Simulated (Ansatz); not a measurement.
The structure below was relaxed with PBEsol in Ansatz (plane waves to 420 eV, PAW, no spin-orbit coupling), at pressure −1 GPa.

Space group P4₂/nmc, origin choice 1 (No. 137); a = b = 3.589 Å, c = 5.191 Å, α = β = γ = 90.00°

| atom | site | symmetry | x | y | z |
|---|---|---|---|---|---|
| Zr | 2a | -4m2 | 0.0000 | 0.0000 | 0.0000 |
| O | 4d | 2mm. | 0.0000 | 0.5000 | 0.2002 |

Q: Write out a cell with all atoms.

A: 
```xyz
6
Lattice="3.5895 0.0000 0.0000 0.0000 3.5895 0.0000 0.0000 0.0000 5.1912" Properties=species:S:1:pos:R:3 pbc="T T T"
Zr     0.0000     0.0000     0.0000
Zr     1.7947     1.7947     2.5956
O      0.0000     1.7947     1.0392
O      0.0000     1.7947     3.6348
O      1.7947     0.0000     1.5565
O      1.7947     0.0000     4.1521
```
This is the conventional cell.

Load acts through the strain it causes; cell and atoms are relaxed under it. Whether these cells are dynamically stable was not tested. The cell was made from ZrO2 (space group P4_2/nmc, No. 137) by this change: pressure −1 GPa. This is not the structure that ZrO2 has at room temperature and ambient pressure.

Ansatz is an electronic-structure program.
